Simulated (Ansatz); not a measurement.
## Response to strain in BN

Start from BN (space group P6_3/mmc, No. 194; layered, stacked along the Cartesian z axis).

```cif
data_B2N2
_chemical_formula_sum 'B2 N2'
_space_group_name_H-M_alt 'P 1'
_space_group_IT_number 1
_cell_length_a 2.50644
_cell_length_b 2.50644
_cell_length_c 6.61468
_cell_angle_alpha 90.000
_cell_angle_beta 90.000
_cell_angle_gamma 120.000
loop_
_space_group_symop_operation_xyz
  'x, y, z'
loop_
_atom_site_label
_atom_site_type_symbol
_atom_site_fract_x
_atom_site_fract_y
_atom_site_fract_z
_atom_site_occupancy
B1 B 0.66667 0.33333 0.75000 1
B2 B 0.33333 0.66667 0.25000 1
N1 N 0.33333 0.66667 0.75000 1
N2 N 0.66667 0.33333 0.25000 1
```

Strains are applied to the cell and any free atomic positions relax.

All numbers come from Kohn–Sham DFT with the PBE-D3(BJ) functional, run in Ansatz (an electronic-structure program) with PAW and 420 eV plane waves, no SOC.

Notes on the quantities. energy relative to the base: free energy F.

| isotropic strain (%) | energy relative to the base (meV/atom) |
|---|---|
| -3 | 59.7 |
| -2.4 | ? |
| -1.8 | 20.8 |
| -1.2 | 9.1 |
| -0.6 | 2.2 |
| 0 | 0.0 |

### Question
Fit ΔE = Aε² + Bε³ (ε in %) to the rows shown and predict the withheld row.

### Answer
Least squares on the printed values gives A = 6.10 and B = -0.18 meV/atom (largest residual 0.0 meV/atom); this predicts 37.6 meV/atom, and the run gives 37.6 meV/atom, in agreement.

Whether these cells are dynamically stable was not tested.
